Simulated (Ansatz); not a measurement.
**SiO2: pressure series**

Take SiO$_{2}$ in the rutile structure (space group P4_2/mnm, No. 136; a = 4.185 Å, c = 2.669 Å) as the base.

Cell and atoms are relaxed at each pressure.

Calculations: r2SCAN, PAW, 500 eV (Ansatz, an electronic-structure program; no spin-orbit coupling).

Candidates:
(a) pressure −1 GPa
(b) pressure 30 GPa
(c) pressure 4.5 GPa
(d) pressure −2 GPa

Before the change:

The band gap is 6.51 eV.

**Question.** Order them by band gap, lowest first.

**Answer.** (d) pressure −2 GPa (6.41 eV), (a) pressure −1 GPa (6.46 eV), (c) pressure 4.5 GPa (6.75 eV), (b) pressure 30 GPa (7.83 eV)

Load acts through the strain it causes; cell and atoms are relaxed under it. Stability against distortions was not tested. No other phases were tried under pressure.
